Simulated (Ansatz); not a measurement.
The structure below was relaxed with DFT with PBE, PAW potentials and a 420 eV plane-wave cutoff in Ansatz (a first-principles code), no SOC.

```yaml
crystal:
  lattice:
    - [0.00000, 2.02024, 2.02024]
    - [2.02024, 0.00000, 2.02024]
    - [2.02024, 2.02024, 0.00000]
  atoms:
    - { symbol: Al, position: [0.00000, 0.00000, 0.00000] }
```

Q: Find the space group and the Wyckoff positions.

A: Space group Fm-3m (No. 225); a = b = c = 4.040 Å, α = β = γ = 90.00°

| atom | site | symmetry | x | y | z |
|---|---|---|---|---|---|
| Al | 4a | m-3m | 0.0000 | 0.0000 | 0.0000 |

Q: Describe the coordination.

A: The crystal has 4 atoms in its conventional cell. Conventional cell: a = 4.040 Å, b = 4.040 Å, c = 4.040 Å, α = 90.00°, β = 90.00°, γ = 90.00°. Al is surrounded by 12 Al at 2.857 Å (cuboctahedral). (Neighbours: up to the widest gap in distance over summed covalent radii, below 1.35, at either atom.)

Stability against distortions was not tested. The cell was made from Cu by this change: Cu → Al.
